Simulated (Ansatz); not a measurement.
The starting structures come from a database of crystals and need not be the phases stable at ambient conditions.

The decay constant κ of evanescent states in the gap governs leakage through a thin film.

Given:

```
AlGaN2
1.0
    3.14528     0.00000     0.00000
   -1.57264     2.72389     0.00000
    0.00000     0.00000     5.09689
Al Ga N
1 1 2
Cartesian
  0.00000   0.00000   5.09312
  1.57264   0.90797   2.53402
  1.57264   0.90797   0.56983
  0.00000   0.00000   3.20166
```

The cell is taken as given.

Transport runs along the normal of the first two printed cell vectors, the (001) plane of the conventional cell.

The gap is the functional's own, uncorrected, and κ follows it; spin-orbit coupling is left out. Mid-gap means the computed energy nearest the middle.

Task: Give the band gap and the smallest decay constant κ at mid-gap that r2SCAN (Ansatz, a first-principles code) yields.

Result: Gap 3.37 eV on a 12×12×6 mesh; κ = 0.225 1/Å, at the zone centre.
